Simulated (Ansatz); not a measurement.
## Ir, response to strain

The parent structure is Ir in the fcc (Cu type) structure (space group Fm-3m, No. 225; a = 3.831 Å; relaxed with 0.1 eV smearing). Axes: x, y, z lie along the cube axes.

Strains are applied to the cell and any free atomic positions relax; under biaxial strain the out-of-plane vector relaxes too.

Level of theory: Ansatz (an electronic-structure program), PBEsol, PAW, cutoff 420 eV, no SOC.

Notes on the quantities. energy relative to the base: free energy F.

| biaxial strain, plane normal [111], relaxed out of plane (%) | energy relative to the base (meV/atom) |
|---|---|
| 0 | 0.0 |
| 0.42 | 1.3 |
| 0.83 | 5.0 |
| 1.25 | 11.2 |
| 1.67 | 19.7 |
| 2.08 | ? |
| 2.5 | 42.7 |

### Question
Fit ΔE = Aε² + Bε³ (ε in %) to the rows shown and predict the withheld row.

### Answer
Least squares on the printed values gives A = 7.51 and B = -0.27 meV/atom (largest residual 0.0 meV/atom); this predicts 30.1 meV/atom, and the run gives 30.1 meV/atom, in agreement.

Stability against distortions was not tested. The final runs are not spin-polarised.
